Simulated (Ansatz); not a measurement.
## Short convergence ladders for ZrSc (P3m1, 2 atoms in the cell)

```xyz
2
Lattice="3.2993 0.0000 0.0000 -1.6496 2.8572 0.0000 0.0000 0.0000 5.1808" Properties=species:S:1:pos:R:3 pbc="T T T"
Zr     1.6496     0.9524     0.0500
Sc     0.0000     0.0000     2.5904
```

Base method: LDA (PW92), default PAW files made with PBE (plane waves; Ansatz, an electronic-structure program).

Base settings: basis.ecutwfc = 420 eV; kpoints.mp_grid.grid = 11 11 7; hamiltonian.xc = lda; hamiltonian.pseudopotentials = {kind: paw} (the program's default PAW files); scf.occupations.method = fermi_dirac; scf.occupations.width = 0.1 eV.

The count of work is k-points × plane waves × bands × iterations; it is no time. 

**The width of Fermi-Dirac smearing**

In this ladder: kpoints.mp_grid.grid = 18 18 12.

Narrow widths need finer meshes than wide ones, so the last steps can hold mesh noise.

Only quantities that move along the ladder and can be compared are tabulated; pressure and forces are left out, as mesh noise rules them at narrow widths.

```tsv
scf.occupations.width	free energy less the last step's (meV/atom)	energy extrapolated to zero width less the last step's (meV/atom)
1 eV	-2207.79	-220.35
0.5 eV	-590.72	-12.03
0.3 eV	-211.22	-3.75
0.2 eV	-92.27	-4.14
0.1 eV	-19.74	-1.55
0.05 eV	0.00	0.00
```

Widest scf.occupations.width that holds the free energy within 5 meV/atom: not settled: the last two steps still differ by 20 meV/atom, over half the tolerance, so the ladder does not show it.

Widest scf.occupations.width that holds the energy extrapolated to zero width within 2 meV/atom: not settled: the last two steps still differ by 1.5 meV/atom, over half the tolerance, so the ladder does not show it.

The extrapolation to zero width removes most of the smearing's effect on the energy.

**The width of Methfessel-Paxton smearing**

In this ladder: kpoints.mp_grid.grid = 18 18 12; scf.occupations.method = methfessel_paxton.

Narrow widths need finer meshes than wide ones, so the last steps can hold mesh noise.

Only quantities that move along the ladder and can be compared are tabulated; pressure and forces are left out, as mesh noise rules them at narrow widths.

```csv
scf.occupations.width,free energy less the last step's (meV/atom)
1 eV,1.22
0.5 eV,-4.81
0.3 eV,-2.55
0.2 eV,-1.19
0.1 eV,-0.10
0.05 eV,0.00
```

Widest scf.occupations.width that holds the free energy within 1 meV/atom of the last step, with all finer ones: 0.1 eV; the step before is off by 1.2 meV/atom.

**The mesh under tetrahedron occupations**

In this ladder: scf.occupations.method = tetrahedron; scf.occupations.width = default.

Only quantities that move along the ladder and can be compared are tabulated.

```tsv
kpoints.mp_grid.grid	free energy less the last step's (meV/atom)	pressure (GPa)	largest difference of a force vector from the last step's (eV/Å)	count of work / last
5 5 3	-14.77	-7.11	0.008	0.012
6 6 4	-5.61	-7.23	0.021	0.027
7 7 4	0.55	-7.10	0.005	0.031
9 9 5	-2.27	-7.26	0.001	0.049
11 11 6	0.45	-7.17	0.003	0.082
14 14 8	0.10	-7.23	0.000	0.16
17 17 10	-0.23	-7.24	0.001	0.29
21 21 12	-0.10	-7.25	0.000	0.51
27 27 15	0.00	-7.25	0.000	1.0
```

Coarsest kpoints.mp_grid.grid that holds the forces within 0.01 eV/Å of the last step, with all finer ones: 7 7 4, at 0.031 of the last step's count of work; the step before is off by 0.021 eV/Å.

Coarsest kpoints.mp_grid.grid that holds the free energy within 0.5 meV/atom of the last step, with all finer ones: 11 11 6, at 0.082 of the last step's count of work; the step before is off by 2.3 meV/atom.

Coarsest kpoints.mp_grid.grid that holds the pressure within 0.05 GPa of the last step, with all finer ones: 14 14 8, at 0.16 of the last step's count of work; the step before is off by 0.08 GPa.

On the base run: the starting cell comes from a database of computed structures (which also holds hypothetical and non-ambient phases and stackings), without a prior relaxation at this level. Its lattice was rescaled by up to half a per cent. One atom was moved a little off its site on purpose. In the base run, with a pressure of about -7 GPa the cell is away from its equilibrium volume at this level. Ansatz's pressure includes its estimate of the finite-basis (Pulay) stress.

Left out of this page: 4 runs of the series outside the window shown, repeating another row's setting, or not comparable.

Keys are those of Ansatz 0.2.
